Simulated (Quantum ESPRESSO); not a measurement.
Input and output of a self-consistent single point for YCoO3 (Pnma, 20 atoms in the cell) (Quantum ESPRESSO).

Method: BLYP, GBRV 1.5 ultrasoft (PBE) pseudopotentials (plane waves; Quantum ESPRESSO).

```yaml
crystal:
  lattice:
    - [5.41001, 0.00000, 0.00000]
    - [0.00000, 7.33890, 0.00000]
    - [0.00000, 0.00000, 5.12675]
  atoms:
    - { symbol: Y, position: [0.93060, 0.25000, 0.01831] }
    - { symbol: Y, position: [0.06940, 0.75000, 0.98169] }
    - { symbol: Y, position: [0.56940, 0.75000, 0.51831] }
    - { symbol: Y, position: [0.43060, 0.25000, 0.48169] }
    - { symbol: Co, position: [0.00000, 0.50000, 0.50000] }
    - { symbol: Co, position: [0.50000, 0.50000, 0.00000] }
    - { symbol: Co, position: [0.50000, 0.00000, 0.00000] }
    - { symbol: Co, position: [0.00000, 0.00000, 0.50000] }
    - { symbol: O, position: [0.79952, 0.54941, 0.80593] }
    - { symbol: O, position: [0.20048, 0.45059, 0.19407] }
    - { symbol: O, position: [0.70048, 0.45059, 0.30593] }
    - { symbol: O, position: [0.29952, 0.54941, 0.69407] }
    - { symbol: O, position: [0.29952, 0.95059, 0.69407] }
    - { symbol: O, position: [0.70048, 0.04941, 0.30593] }
    - { symbol: O, position: [0.20048, 0.04941, 0.19407] }
    - { symbol: O, position: [0.79952, 0.95059, 0.80593] }
    - { symbol: O, position: [0.02784, 0.25000, 0.59755] }
    - { symbol: O, position: [0.97216, 0.75000, 0.40245] }
    - { symbol: O, position: [0.47216, 0.75000, 0.09755] }
    - { symbol: O, position: [0.52784, 0.25000, 0.90245] }
```

Reference input (self-consistent single point, DFT, PBEsol, plane waves, GBRV 1.5 ultrasoft (PBESOL) pseudopotentials): ecutwfc = 50 Ry; ecutrho = 400 Ry; occupations = smearing; smearing = mp; degauss = 0.0073499 Ry; potentials = {Y: y_pbesol_v1.4.uspp.F.UPF, Co: co_pbesol_v1.2.uspp.F.UPF, O: o_pbesol_v1.2.uspp.F.UPF}; K_POINTS = automatic 4 3 4 0 0 0; conv_thr = 1e-11 Ry; mixing_beta = 0.7. This run's input differs from it in these lines:

```diff
@@ -20,2 +20,3 @@
   degauss = 0.0073499
+  input_dft = 'blyp'
 /
@@ -26,5 +27,5 @@
 ATOMIC_SPECIES
-Y     88.9058  y_pbesol_v1.4.uspp.F.UPF
-Co    58.9332  co_pbesol_v1.2.uspp.F.UPF
-O     15.9990  o_pbesol_v1.2.uspp.F.UPF
+Y     88.9058  y_pbe_v1.4.uspp.F.UPF
+Co    58.9332  co_pbe_v1.2.uspp.F.UPF
+O     15.9990  o_pbe_v1.2.uspp.F.UPF
 ATOMIC_POSITIONS crystal
```

Output, abridged:

```
     Self-consistent Calculation

     iteration #  1     ecut=    50.00 Ry     beta= 0.70

     total energy              =   -1943.53072688 Ry
     estimated scf accuracy    <      15.01838753 Ry

     iteration #  2     ecut=    50.00 Ry     beta= 0.70

     total energy              =   -1943.76110273 Ry
     estimated scf accuracy    <      96.89876269 Ry

     iteration #  3     ecut=    50.00 Ry     beta= 0.70

     total energy              =   -1952.96537107 Ry
     estimated scf accuracy    <       0.44594343 Ry

   [... 9 blocks of this kind left out ...]

     iteration # 13     ecut=    50.00 Ry     beta= 0.70

     total energy              =   -1953.11674188 Ry
     estimated scf accuracy    <          7.2E-11 Ry

     iteration # 14     ecut=    50.00 Ry     beta= 0.70
     End of self-consistent calculation

     the Fermi energy is    13.7356 ev

!    total energy              =   -1953.11674188 Ry
     estimated scf accuracy    <          3.3E-12 Ry
     smearing contrib. (-TS)   =       0.00000799 Ry
     internal energy E=F+TS    =   -1953.11674988 Ry

     convergence has been achieved in  14 iterations

     Forces acting on atoms (cartesian axes, Ry/au):

     atom    1 type  1   force =     0.00079622    0.00000000   -0.00009440
     atom    2 type  1   force =    -0.00079622    0.00000000    0.00009440
     atom    3 type  1   force =    -0.00079622    0.00000000   -0.00009440
     atom    4 type  1   force =     0.00079622    0.00000000    0.00009440
     atom    5 type  2   force =     0.00000000    0.00000000    0.00000000
   [... lines left out ...]

     Total force =     0.025034     Total SCF correction =     0.000002

          total   stress  (Ry/bohr**3)                   (kbar)     P=      137.98
   0.00095523   0.00000000   0.00000000          140.52        0.00        0.00
   0.00000000   0.00095037   0.00000000            0.00      139.80        0.00
   0.00000000   0.00000000   0.00090838            0.00        0.00      133.63

   JOB DONE.
```

The run converged in 14 iterations. Against the reference run the pressure goes from -2.82 to 13.80 GPa, the largest force goes from 0.108 to 0.224 eV/Å and the gap on the mesh goes from 0.338 to 0.469 eV. The full log also holds: “c_bands:  2 eigenvalues not converged”.

The starting cell comes from a database of computed structures (which also holds hypothetical and non-ambient phases and stackings), without a prior relaxation at this level. Its lattice was rescaled by a random factor within 2.5 % of one. With a pressure of about 14 GPa the cell is away from its equilibrium volume at this level.

Cost on one core of a shared machine: roughly 10 min.
